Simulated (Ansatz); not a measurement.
# Ru: 4 layers

Base system: Ru in the hcp (Mg type) structure (space group P6_3/mmc, No. 194; a = 2.692 Å, c = 4.246 Å). Axes: x lies along a and z along c of the hexagonal cell.

The change: a free-standing slab of 4 layers (4 atoms, 1 a layer) is cut normal to the z axis, with 15 Å of vacuum and the in-plane cell held at bulk.

Method: PBEsol (Ansatz, a quantum-chemistry and plane-wave program, PAW, no spin-orbit coupling), earlier PAW set. Γ-centred 20×20×1 mesh, Fermi–Dirac width 0.05 eV, for the changed cell.

```tsv
quantity	base	changed	shift
layer's space group (with vacuum)	–	P-3m1 (No. 164)	–
shortest interatomic distance	2.631 Å	2.572 Å	-0.059 Å
band gap	zero	zero	–
excess energy per area of both faces (slab less bulk energy over the cell's area: twice a surface energy) (uncertain by up to 0.1 J/m²)	–	6.1 J/m²	–
thickness between the outermost nuclei	–	6.23 Å	–
change of the spacing d12 from its bulk value of 2.123 Å	–	-3.5 %	–
change of the spacing d23 from its bulk value of 2.123 Å	–	+0.5 %	–
```

Final structure:

```
CELL_PARAMETERS angstrom
      2.69196     0.00000     0.00000
      1.34598     2.33130     0.00000
      0.00000     0.00000    21.36894
ATOMIC_POSITIONS crystal
  Ru 0.66667 0.66667 0.35418
  Ru 0.33333 0.33333 0.45007
  Ru 0.66667 0.66667 0.54993
  Ru 0.33333 0.33333 0.64582
```

Slab and bulk use different k-meshes, which limits the precision of the excess energy. No phonon test of stability was made. The final runs are not spin-polarised.
